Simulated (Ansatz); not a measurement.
Functionals compared on a constructed model of the (110) surface of bcc W, a pseudomorphic layer of Al in the host's stacking (bottom of the slab: a bare face, its two planes held), in Ansatz (plane waves, PAW). The structure was relaxed with PBE; the other rows are single points on it. Cutoff 420 eV (500 eV for r2SCAN).

Set-up: 7 atoms, 13.7 Å thick at the start with caps and adatoms (thin: gaps and levels are the slab's own); mesh 14x14x1; 0.1 eV smearing; dipole correction on; 2 atoms held, the rest relaxed; start symmetry kept, larger cells not searched; no spin, no spin-orbit, no U. It is one candidate, not shown to be the stable structure of the face. These notes are the PBE run's.

| functional | work function of the top face (eV) | rough cost of the single point |
|---|---|---|
| PBE | 4.51 | – |
| RPBE | 4.44 | roughly 29 core-seconds |
| r2SCAN | 4.57 | about 70 core-seconds (a rough figure) |

Ansatz is a first-principles code.
